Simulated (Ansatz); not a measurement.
# Carrier properties of AlP (I-4m2)

```
AlP
1.0
    0.00000     2.76005     2.66436
    2.76005     0.00000     2.66436
    2.76005     2.76005     0.00000
Al P
1 1
Direct
  0.00000   0.00000   0.00000
  0.75000   0.75000   0.75000
```

The numbers are results of PBEsol with spin-orbit coupling, rigid bands (plane waves, PAW; Ansatz, an electronic-structure program), not measurements. Condition of this run: uniaxial stress zz = 2 GPa (compression positive) (the target of the relaxation). Cell: cell and atoms relaxed with PBEsol, then loaded as said.

- band gap: 1.21 eV
- electron conductivity mass (300 K, dilute): 0.27 (x), 0.27 (y), 0.77 (z) mₑ
- hole conductivity mass (300 K, dilute): 0.64 (x), 0.64 (y), 0.48 (z) mₑ
- effective density of states N_c (300 K): 6.0e18 cm⁻³
- effective density of states N_v (300 K): 1.2e19 cm⁻³
- density-of-states mass, electrons: 0.39 mₑ
- density-of-states mass, holes: 0.61 mₑ
- Seebeck coefficient, n-type 1e19 cm⁻³, 300 K: -184 μV/K
- best n-type power factor at 300 K for τ = 10 fs (best axis; densities from 1e16 to 1e21 cm⁻³ tried, whether or not they can be reached): 6.7 μW/(cm·K²) at 3e20 cm⁻³
- Seebeck coefficient, p-type 1e19 cm⁻³, 300 K: 303 μV/K

Rigid bands; masses and Seebeck coefficients take one relaxation time τ for all states and one kind of carrier; polarons and phonon drag are left out.
